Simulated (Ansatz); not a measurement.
## Response to strain in hypothetical rock salt GaAs

The parent structure is GaAs in the rock salt structure (space group Fm-3m, No. 225; a = 5.316 Å; a hypothetical phase, not in the database extracts checked; relaxed with 0.1 eV smearing). Axes: x, y, z lie along the cube axes.

Strains are applied to the cell and any free atomic positions relax; under biaxial strain the out-of-plane vector relaxes too; under stress the whole cell relaxes.

Level of theory: plane-wave PAW DFT at the PBE-D3(BJ) level (Ansatz, an electronic-structure program, 420 eV), no SOC.

Notes on the quantities. energy relative to the base: free energy F; pressure: mean of the normal stresses, compression positive.

```csv
case,energy relative to the base,volume per atom,pressure
base,0 meV/atom,18.78 Å³,0.0 GPa
"biaxial strain −4.32 %, plane normal [001], relaxed out of plane",+46 meV/atom,17.62 Å³,6.7 GPa
"biaxial strain +4.39 %, plane normal [001], relaxed out of plane",+35 meV/atom,20.11 Å³,-4.1 GPa
isotropic strain −3.91 %,+74 meV/atom,16.66 Å³,12.6 GPa
isotropic strain +0.54 %,+1.2 meV/atom,19.09 Å³,-1.2 GPa
isotropic strain +3.02 %,+34 meV/atom,20.53 Å³,-5.7 GPa
isotropic strain +3.48 %,+45 meV/atom,20.81 Å³,-6.4 GPa
uniaxial strain ε_xx = −2.91 %,+9.0 meV/atom,18.23 Å³,2.7 GPa
uniaxial strain ε_zz = −1.32 %,+1.7 meV/atom,18.53 Å³,1.1 GPa
"uniaxial stress, 0.5 GPa tension along x",+0.1 meV/atom,18.82 Å³,–
```

Stability under load was not tested beyond the relaxation. The base started in Pnma and relaxed to Fm-3m at this level. All final runs are without spin polarisation.
